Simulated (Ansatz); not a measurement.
Ge on the Zn site in zinc-blende ZnS (start: the Zn site; 64-site cell, 2×2×2 shifted sampling). These are PBE, PAW (plane waves to 420 eV; Ansatz, an electronic-structure program) values and carry that method's errors. Total energies of the localised charge states, counted from that of charge +2, and their image corrections (point charge with alignment); the host's valence-band maximum lies at 5.506 eV on the cells' energy zero and its gap is 2.01 eV.

| charge | moment (μB) | E − E(first) (eV) | correction (eV) |
|---|---|---|---|
| +2 | not spin-polarised | 0.000 | 0.801 |
| +1 | 1.0 | 6.881 | 0.229 |
| 0 | not spin-polarised | 13.558 | 0.000 |

### Question
Derive the transition levels above the valence-band maximum and say which of them are thermodynamic.

### Answer
A level is the Fermi energy at which two charges have equal formation energy: ε(q/q′) = [E(q′) + corr(q′) − E(q) − corr(q)] / (q − q′) − E_VBM.
ε(+2/+1) = [(6.881 + 0.229) − (0.000 + 0.801)] / 1 − 5.506 = 0.80 eV
ε(+1/0) = [(13.558 + 0.000) − (6.881 + 0.229)] / 1 − 5.506 = 0.94 eV
Thermodynamic levels at least 0.1 eV inside the gap: (+2/+1) at 0.80 eV; (+1/0) at 0.94 eV. They hold to tenths of an eV in this cell. Charges with a result: +2, +1, 0, −1. Others weren't obtained, and one of them could lie lower, also by skipping a charge. At charge −1 the carrier sat in host band states, shallow at most.
